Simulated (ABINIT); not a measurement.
Checking a run of ABINIT on GaAs (F-43m, 2 atoms in the cell). The aim is a self-consistent single point with DFT, LDA (PW92), plane waves, PAW (JTH v2.0 LDA PAW).

Cell that was meant: a = 4.0611 Å, b = 4.0611 Å, c = 4.0611 Å, α = 60.00°, β = 60.00°, γ = 60.00°.

Part of the input:

```
         0.0000000000    0.0000000000    0.0000000000
         1.4358200000    1.4358200000    1.4358200000
      Angstrom
cellcharge 1
ecut 20
pawecutdg 40
pawxcdev 0
```

Output, abridged:

```
 Symmetries : space group F-4 3 m (#216); Bravais cF (face-center cubic)

 -outvars: echo values of preprocessed input variables --------
   [... lines left out ...]

 Coarse grid specifications (used for wave-functions):

 getcut: wavevector=  0.0000  0.0000  0.0000  ngfft=  32  32  32
         ecut(hartree)=     20.000   => boxcut(ratio)=   2.07122

 Fine grid specifications (used for densities):

 getcut: wavevector=  0.0000  0.0000  0.0000  ngfft=  45  45  45
         ecut(hartree)=     40.000   => boxcut(ratio)=   2.01379

   1.24048493E+03                                ecore*ucvol(ha*bohr**3)

_setup2: Arith. and geom. avg. npw (full set) are    1365.055    1365.046
--- !BeginCycle
solver: {iscf: 17, nstep: 50, nline: 4, wfoptalg: 10, }
tolerances: {tolvrs: 1.00E-12, }
...

     iter   Etot(hartree)      deltaE(h)  residm     nres2
 ETOT  1  -192.02808341871    -1.920E+02 4.834E+01 4.731E+00
 ETOT  2  -193.57383916075    -1.546E+00 2.451E-02 1.479E+00
 ETOT  3  -193.56187905839     1.196E-02 1.814E-02 1.843E-01
 ETOT  4  -193.56106715693     8.119E-04 1.959E-03 1.586E-02
 ETOT  5  -193.56098766695     7.949E-05 1.626E-04 1.439E-03
   [... 6 lines left out ...]
 ETOT 12  -193.56098115540    -5.912E-12 1.555E-05 1.413E-10
 ETOT 13  -193.56098115540    -9.379E-13 5.803E-06 1.290E-11
 ETOT 14  -193.56098115540     1.421E-13 8.665E-06 1.562E-12
 ETOT 15  -193.56098115541    -1.194E-12 3.144E-06 1.938E-13
 At SCF step   15       nres2   =  1.94E-13 < tolvrs=  1.00E-12 =>converged.

 Cartesian components of stress tensor (hartree/bohr^3)
  sigma(1 1)=  1.11892537E-03  sigma(3 2)=  0.00000000E+00
  sigma(2 2)=  1.11892537E-03  sigma(3 1)=  0.00000000E+00
  sigma(3 3)=  1.11892537E-03  sigma(2 1)=  0.00000000E+00

 ----iterations are completed or convergence reached----

 reduced coordinates (array xred) for    2 atoms
       0.000000000000      0.000000000000      0.000000000000
       0.250000000000      0.250000000000      0.250000000000
 cartesian forces (eV/Angstrom) at end:
    1     -0.00000000000000     0.00000000000000    -0.00000000000000
    2     -0.00000000000000    -0.00000000000000    -0.00000000000000
   [... lines left out ...]
 Fermi (or HOMO) energy (hartree) =   0.08517   Average Vxc (hartree)=  -0.32082
 Fermi (or HOMO) energy (eV) =   2.31756   Average Vxc (eV)=  -8.72991
total_energy        : -1.93560981009121E+02
   [... lines left out ...]
monopole_correction :  2.11221159747567E-01
monopole_correction_eV:  5.74762005724541E+00
...

-Cartesian components of stress tensor (GPa)         [Pressure= -3.2920E+01 GPa]
- sigma(1 1)=  3.29199155E+01  sigma(3 2)=  0.00000000E+00
- sigma(2 2)=  3.29199155E+01  sigma(3 1)=  0.00000000E+00
- sigma(3 3)=  3.29199155E+01  sigma(2 1)=  0.00000000E+00

 Calculation completed.
```

### Question
Is this run sound? If not, what is wrong?

### Answer
The run is not sound. The fault is an unintended net charge. A charged periodic cell changes the electron count and is neutralised by a uniform background, so energy, forces and pressure belong to another system. To fix it, remove the charge. The run converged in 15 iterations without an error; against the sound input the pressure goes from -4.61 to -32.92 GPa and no clean gap remains on the mesh (levels overlap or are partly filled), against 0.80 eV before.

The sound input it was made from differs as follows (other fixes are possible):
```diff
-cellcharge 1
```

With that input, the run converged in 16 iterations: free energy E − TS -5264.22 eV; top of the valence band (on the code's own zero) 3.80 eV; gap on the k-point mesh 0.80 eV; pressure -4.61 GPa (DFT, LDA (PW92), plane waves, PAW (JTH v2.0 LDA PAW)).

On the sound input: the starting cell comes from a database of computed structures (which also holds hypothetical and non-ambient phases and stackings), without a prior relaxation at this level. Its lattice was rescaled by a random factor within 2.5 % of one. With a pressure of about -5 GPa the cell is away from its equilibrium volume at this level. The shifted mesh does not hold Γ, so a gap read on it misses any band edge there.
